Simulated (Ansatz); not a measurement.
AlN, response to strain

The parent structure is AlN in the zinc blende structure (space group F-43m, No. 216).

```yaml
crystal:
  lattice:
    - [0.00000, 2.17113, 2.17113]
    - [2.17113, 0.00000, 2.17113]
    - [2.17113, 2.17113, 0.00000]
  atoms:
    - { symbol: Al, position: [0.00000, 0.00000, 0.00000] }
    - { symbol: N, position: [0.25000, 0.25000, 0.25000] }
```

Cartesian axes are those of the cell as printed.

Strains are applied to the cell and any free atomic positions relax; under biaxial strain the out-of-plane vector relaxes too.

Method: LDA/PAW in Ansatz (a quantum-chemistry and plane-wave program), without spin-orbit coupling.

Notes on the quantities. energy relative to the base: free energy F.

```json
[
 {"biaxial strain, plane normal [111], relaxed out of plane (%)": "0", "energy relative to the base (meV/atom)": "0.0"},
 {"biaxial strain, plane normal [111], relaxed out of plane (%)": "0.42", "energy relative to the base (meV/atom)": "0.6"},
 {"biaxial strain, plane normal [111], relaxed out of plane (%)": "0.83", "energy relative to the base (meV/atom)": "2.2"},
 {"biaxial strain, plane normal [111], relaxed out of plane (%)": "1.25", "energy relative to the base (meV/atom)": "?"},
 {"biaxial strain, plane normal [111], relaxed out of plane (%)": "1.67", "energy relative to the base (meV/atom)": "8.8"},
 {"biaxial strain, plane normal [111], relaxed out of plane (%)": "2.08", "energy relative to the base (meV/atom)": "13.6"},
 {"biaxial strain, plane normal [111], relaxed out of plane (%)": "2.5", "energy relative to the base (meV/atom)": "19.5"}
]
```

Fit ΔE = Aε² + Bε³ (ε in %) to the rows shown and predict the withheld row.

Least squares on the printed values gives A = 3.24 and B = -0.048 meV/atom (largest residual 0.0 meV/atom); this predicts 5.0 meV/atom, and the run gives 5.0 meV/atom, in agreement.

Stability against distortions was not tested. This is not the structure that AlN has at room temperature and ambient pressure.
